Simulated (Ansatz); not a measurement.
The starting structures come from a database of crystals and need not be the phases stable at ambient conditions.

Tunnelling through a barrier is set by its complex band structure: the current falls as exp(−2κd) with the smallest κ.

Data:

```xyz
7
Lattice="6.1096 0.0000 0.0000 0.0694 6.4508 0.0000 -3.0201 3.2254 3.3268" Properties=species:S:1:pos:R:3 pbc="T T T"
Ta    -2.3579     8.2660     3.2381
Ta     2.4967     4.6355     3.2381
O      3.1242     6.4508     3.0397
O     -1.3792     1.6760     1.6166
O      1.4486     4.7748     1.6166
O     -1.9197     3.8360     3.2431
O      2.0584     9.0656     3.2431
```

Space group of this cell: C2. The cell is taken as given; by r2SCAN its mean pressure is -4.6 GPa.

Transport runs along the normal of the first two printed cell vectors.

The gap is the functional's own, uncorrected, and κ follows it; spin-orbit coupling is left out. Mid-gap values are interpolated between the computed energies.

Q: State the band gap and the smallest decay constant κ at mid-gap according to r2SCAN (Ansatz, a first-principles code).

A: Gap 3.78 eV on a 10×10×10 mesh; κ = 0.362 1/Å, at the zone centre.
